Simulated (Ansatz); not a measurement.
Ansatz (a program for electronic structure) run on YAl₂ (Fd-3m, 6 atoms in the cell): relaxation of cell and atoms.

Computed with PBEsol, default PAW files made with PBE (plane waves; Ansatz).

The change in words: atoms on their sites; basis.ecutwfc: 420 eV → 355 eV; relax: default → cell and atoms. Reference geometry:
```
CELL_PARAMETERS angstrom
      0.00000     3.91266     3.91266
      3.91266     0.00000     3.91266
      3.91266     3.91266     0.00000
ATOMIC_POSITIONS crystal
  Y  0.75369 0.75369 0.75369
  Y  0.50000 0.50000 0.50000
  Al 0.12500 0.62500 0.12500
  Al 0.12500 0.12500 0.12500
  Al 0.62500 0.12500 0.12500
  Al 0.12500 0.12500 0.62500
```

Reference input (self-consistent single point, DFT, PBEsol, plane waves, default PAW files made with PBE): basis.ecutwfc = 420 eV; kpoints.mp_grid.grid = 7 7 7; hamiltonian.xc = pbesol; hamiltonian.pseudopotentials = {kind: paw} (the program's default PAW files); scf.occupations.method = fermi_dirac; scf.occupations.width = 0.1 eV. This run's input differs from it in these lines:

Ansatz 0.2 input:
```diff
@@ -7,3 +7,3 @@
   atoms:
-    - { symbol: Y, position: [0.753689, 0.753689, 0.753689] }
+    - { symbol: Y, position: [0.750000, 0.750000, 0.750000] }
     - { symbol: Y, position: [0.500000, 0.500000, 0.500000] }
@@ -14,3 +14,3 @@
 basis:
-  ecutwfc: 420.0
+  ecutwfc: 355.0
 kpoints:
@@ -22,2 +22,4 @@
   occupations: { method: fermi_dirac, width: 0.1 }
+relax:
+  cell: {}
 output:
```

The program printed (abridged):

```
   [... SCF lines of the steps left out ...]
relax step   1: F+E_penalty+E_count = -9691.67396841 eV  Δ(F+E_penalty+E_count) = +0.000e0 eV  max|allowed force component| = 4.626e-18 eV/Å  Δτ_max = 0.0000 Å  P = -0.565 GPa  Ω = 119.797 Å³  (6 SCF iters, dr2 threshold 1.00e-7 eV, accepted)
relax step   2: F+E_penalty+E_count = -9691.67696752 eV  Δ(F+E_penalty+E_count) = -2.999e-3 eV  max|allowed force component| = 2.197e-17 eV/Å  Δτ_max = 0.0000 Å  P = +0.346 GPa  Ω = 118.521 Å³  energy of the carried Pulay correction = +2.093e-3 eV  [...]
relax step   3: F+E_penalty+E_count = -9691.67668791 eV  Δ(F+E_penalty+E_count) = +2.796e-4 eV  max|allowed force component| = 2.024e-17 eV/Å  Δτ_max = 0.0000 Å  P = -0.004 GPa  Ω = 119.002 Å³  energy of the carried Pulay correction = +1.301e-3 eV  [...]
relax step   4: F+E_penalty+E_count = -9691.67526311 eV  Δ(F+E_penalty+E_count) = +1.425e-3 eV  max|allowed force component| = 1.581e-17 eV/Å  Δτ_max = 0.0000 Å  P = -0.010 GPa  Ω = 119.002 Å³  stress off target by 9.79e-3 GPa  SCF on the basis [...]
basis re-selected at this cell: Δ(F+E_penalty+E_count) = +1.425e-3 eV, ΔP = -0.006 GPa vs the last step
the relaxation is at rest under the 48 symmetry operations that the run kept from its start: a minimum is not shown …
Stability not checked: this state was not tested for a lower state beside it, because too few of the mixer's solves of this state at the end of the SCF gave a …
Free energy (F): -9691.675263 eV
Internal energy: -9691.563580 eV  (E = F + TS)
   [... lines left out ...]
Fermi energy:    9.432362 eV
  cell:  # Å, volume = 119.0022 Å³
   [... lines left out ...]
  atoms:
    - { symbol: Y, position: [0.75, 0.75, 0.75] }
    - { symbol: Y, position: [0.5, 0.5, 0.5] }
    - { symbol: Al, position: [0.125, 0.6250000000000001, 0.12499999999999994] }
    - { symbol: Al, position: [0.125, 0.125, 0.125] }
    - { symbol: Al, position: [0.6250000000000001, 0.125, 0.12499999999999994] }
    - { symbol: Al, position: [0.125, 0.125, 0.6250000000000001] }
```

The run converged. 

Summary of the result:
```
Item                                                                              Result
-----------------------------------------------  ---------------------------------------
Free energy E − TS (on the zero of these files)                            -9691.6753 eV
Fermi level (on the code's own zero)                                             9.43 eV
Pressure                                                                       -0.01 GPa
Final cell                                       a = b = c = 5.521 Å, α = β = γ = 60.00°
Final volume per atom                                                           19.83 Å³
Relaxation steps                                                                       4
```

The starting cell comes from a database of computed structures (which also holds hypothetical and non-ambient phases and stackings), without a prior relaxation at this level. Its lattice was rescaled by up to half a per cent. The relaxation keeps the symmetry of its start, so its end need not be a minimum. Ansatz's pressure includes its estimate of the finite-basis (Pulay) stress. The cutoff lies below the one recommended for these files.
